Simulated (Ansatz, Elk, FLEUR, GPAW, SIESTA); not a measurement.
**FeO (Fm-3m, 4 atoms in the cell) computed with different codes at matched settings**

Self-consistent single point, at a second geometry (lattice scaled by 0.98). First geometry:

```xyz
4
Lattice="4.3300 2.1650 2.1650 2.1650 4.3300 2.1650 2.1650 2.1650 4.3300" Properties=species:S:1:pos:R:3 pbc="T T T"
Fe     0.0000     0.0000     0.0000
Fe     4.3300     4.3300     4.3300
O      2.1650     2.1650     2.1650
O      6.4950     6.4950     6.4950
```
Moments meant for the start (each program seeds them in its own way; μB, in the order of the atoms Fe Fe O O): 4.0 -4.0 0.0 0.0.

Shared settings, as Ansatz (a quantum-chemistry and plane-wave program) writes them: kpoints.mp_grid.grid = 5 5 5; scf.occupations.method = fermi_dirac; scf.occupations.width = 0.02 eV. Potentials and cutoffs stand in the table.

```csv
code,model,ΔF from the first geometry (meV/atom),cutoff
GPAW,"PBE, GPAW PAW datasets PBE (gpaw-data 1.0.1)",12.2,950 eV
Elk,"PBE, all-electron FP-LAPW, Elk's shipped species files, APW+lo basis with extra local orbitals",7.5,rgkmax 8
FLEUR,"PBE, all-electron FLAPW (FLEUR), scalar-relativistic valence",9.7,Kmax 4.4 1/bohr
Ansatz,"PBE, default PAW files",5.4,default
SIESTA,"GGA PBE, numerical atomic orbitals DZP, PseudoDojo PBE standard norm-conserving potentials (rewritten from UPF to PSML)",-2.7,grid 400 Ry
```

On Ansatz's run: the magnetic order is the one reached from the typed start; others were not searched systematically. The program warned that, by what it read of turns of the moments, another magnetic order lies lower.

The spread over the programs that give each value: ΔF from the first geometry within 14.9 meV/atom.

SIESTA uses small atom-centred bases, whose incompleteness enters pressures, forces and empty levels differently from a plane-wave cutoff. Elk and FLEUR treat all electrons, but the usual bases taken here (sphere radii, linearisation, local orbitals, empty states) were not tested for convergence, so the values are no reference for the others. 

The shared mesh is coarse (it stands for a supercell whose shortest vector is 15 Å), so the values are not converged in it.

The starting cell has typed, rounded lattice constants, without a prior relaxation at this level. For this run, on top of that: lattice scaled by 0.98.

Keys are those of Ansatz 0.2.
